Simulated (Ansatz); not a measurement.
The starting structures come from a database of crystals and need not be the phases stable at ambient conditions.

By PBEsol, the system below comes out a metal.

A figure of merit of an interconnect metal is its ballistic conductance per area.

Data:

```xyz
4
Lattice="5.3883 0.0000 0.0000 0.0000 9.6786 0.0000 2.6942 0.0000 1.5555" Properties=species:S:1:pos:R:3 pbc="T T T"
Ag     0.0000     4.8393     0.0000
Ag     1.7961     2.5282     0.0000
Ag     1.7961     7.1503     0.0000
Sn     0.0000     0.0000     0.0000
```

Space group of this cell: P-6m2. The cell is taken as given; by PBEsol its mean pressure is -5.7 GPa.

The current flows along the normal of the first two printed cell vectors, the (110) plane of the conventional cell. No spin-orbit coupling; the value is a mean over 0.1 eV about the Fermi level.

Compute, with PBEsol run with Ansatz (a quantum-chemistry and plane-wave program), the ballistic conductance per area.

0.90 × 10¹⁵ S/m² for both spins.
